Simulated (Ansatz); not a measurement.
## C, response to strain

Base system: C in the diamond structure (space group Fd-3m, No. 227; a = 3.5603 Å). Axes: x, y, z lie along the cube axes.

Strains are applied to the cell and any free atomic positions relax; under biaxial strain the out-of-plane vector relaxes too.

All numbers come from r2SCAN (Ansatz, a first-principles code), no spin-orbit coupling, earlier PAW set.

```csv
case,band gap,shortest interatomic distance,smallest direct gap
base,4.36 eV,154.2 pm,5.89 eV
"biaxial strain +2.93 %, plane normal [001], relaxed out of plane",[?],156.9 pm,5.11 eV
"biaxial strain +1.45 %, plane normal [110], relaxed out of plane",4.18 eV,154.8 pm,5.49 eV
"biaxial strain +2.46 %, plane normal [110], relaxed out of plane",4.08 eV,155.2 pm,5.22 eV
"biaxial strain −0.55 %, plane normal [111], relaxed out of plane",4.38 eV,[?],5.80 eV
"biaxial strain +1.13 %, plane normal [111], relaxed out of plane",4.30 eV,154.1 pm,[?]
isotropic strain −5.36 %,4.77 eV,145.9 pm,[?]
isotropic strain −1.70 %,4.49 eV,151.5 pm,6.04 eV
isotropic strain +3.17 %,4.15 eV,159.1 pm,5.63 eV
tensor shear ε_yz = −3.57 %,3.52 eV,150.8 pm,4.75 eV
```

Complete the table.


- biaxial strain +2.93 %, plane normal [001], relaxed out of plane, band gap: 3.34 eV
- biaxial strain −0.55 %, plane normal [111], relaxed out of plane, shortest interatomic distance: 153.4 pm
- biaxial strain +1.13 %, plane normal [111], relaxed out of plane, smallest direct gap: 5.71 eV
- isotropic strain −5.36 %, smallest direct gap: 6.37 eV

A biaxial case was relaxed in a doubled cell and then solved in the primitive one. Whether these cells are dynamically stable was not tested.
